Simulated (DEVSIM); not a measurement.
Device: Si n+/n-/n+ resistor, at 250 K.

| layer (left to right) | material | thickness (μm) | Nd (cm⁻³) | τn (s) | τp (s) |
|---|---|---|---|---|---|
| 1 | Si | 0.130 | 9.7e17 | 1.4e-6 | 1.4e-6 |
| 2 | Si | 0.860 | 1.4e14 | 1.4e-6 | 1.4e-6 |
| 3 | Si | 0.400 | 6.7e18 | 1.4e-6 | 1.4e-6 |

Left contact: ohmic. Right contact: ohmic. Voltage is applied to the left contact. Recombination: SRH at mid-gap, Auger. Mobility is μmin + (μ − μmin)/(1 + (N/Nref)^α).

Constants are typed, rounded textbook-type inputs, not results; the design itself was drawn at random and stands for no fabricated device. Values at 300 K; Nc and Nv go as T^1.5, mobilities as T to minus their exponent, the gap by Varshni's rule with the affinity fixed.

| parameter | Si |
|---|---|
| gap (eV) | 1.124 |
| affinity (eV) | 4.05 |
| permittivity | 11.7 |
| Nc (cm⁻³) | 2.86e19 |
| Nv (cm⁻³) | 3.1e19 |
| μn (cm²/Vs) | 1417 |
| μp (cm²/Vs) | 470 |
| μn,min | 52 |
| μp,min | 45 |
| Nref,n | 9.7e16 |
| Nref,p | 2.2e17 |
| αn | 0.68 |
| αp | 0.72 |
| T exponent of μn | 2.3 |
| T exponent of μp | 2.2 |
| Cn (cm⁶/s) | 2.8e-31 |
| Cp (cm⁶/s) | 9.9e-32 |
| Varshni α (eV/K) | 0.000473 |
| Varshni β (K) | 636 |

Simulated with DEVSIM: 1D drift-diffusion, Boltzmann statistics, complete ionisation; no tunnelling, impact ionisation, image-force lowering or self-heating.

### Question
Give the dark forward current.

### Answer

```csv
V (V),J (A/cm²)
0.05,170
0.20,780
0.35,1600
0.50,2600
0.65,3800
0.80,5200
0.95,6800
1.10,8600
1.25,11000
1.40,13000
1.55,15000
1.70,18000
1.85,20000
2.00,23000
```
